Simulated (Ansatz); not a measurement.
# Ti on a Hf site (middle of the slab) in a 2x1 cell of the 1x1 (100) surface of monoclinic HfO2 (cut with top plane 2 O)

Host crystal: monoclinic HfO2, with a band gap (PBE, scalar-relativistic without spin-orbit coupling).

Method: PBE (plane waves to 420 eV, PAW; Ansatz, a quantum-chemistry and plane-wave program).

Set-up: 48 atoms, 9.3 Å thick at the start (thin: gaps and levels are the slab's own); mesh 2x4x1; 0.01 eV smearing; dipole correction on; 4 atoms held, the rest relaxed; no symmetry held; spin-polarised, no spin-orbit, no U. The starting moment vanished.

| Item | Value |
|---|---|
| formation energy against hcp Hf, hcp Ti | 1.54 eV |
| gap of the slab on its k-mesh | 2.53 eV |
| highest filled level below the top vacuum level | 6.93 eV |
| change of the step from the bottom to the top vacuum level, against the clean slab | -0.25 eV |
| energy released by relaxation | 0.46 eV |
| magnetic moment of the cell | 0.00 μB |
| largest move of a host atom | 0.36 Å |
